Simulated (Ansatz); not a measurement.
## A computed series for LuAs: pressure series

The parent structure is LuAs in the rock salt structure (space group Fm-3m, No. 225; a = 5.6101 Å; a model cell, its experimental status unchecked).

Cell and atoms are relaxed at each pressure.

Calculations: Ansatz (an electronic-structure program), PBEsol, PAW, cutoff 420 eV, no SOC.

Notes on the quantities. enthalpy: H = E + PV relative to the base's energy.

```csv
change,lattice parameter a,enthalpy
base,561.0 pm,–
pressure −2 GPa,[?],-0.28 eV/atom
pressure −1 GPa,563.3 pm,-0.14 eV/atom
pressure 0.9 GPa,559.1 pm,+0.12 eV/atom
pressure 2.1 GPa,556.6 pm,+0.29 eV/atom
pressure 4.5 GPa,552.1 pm,+0.60 eV/atom
pressure 9 GPa,544.7 pm,+1.18 eV/atom
pressure 15 GPa,536.4 pm,+1.92 eV/atom
pressure 22.5 GPa,527.7 pm,+2.80 eV/atom
pressure 30 GPa,520.3 pm,+3.64 eV/atom
```

Task: Complete the table.

Result: 
- pressure −2 GPa, lattice parameter a: 565.7 pm

Load acts through the strain it causes; cell and atoms are relaxed under it. Whether these cells are dynamically stable was not tested. No other phases were tried under pressure. All final runs are without spin polarisation.
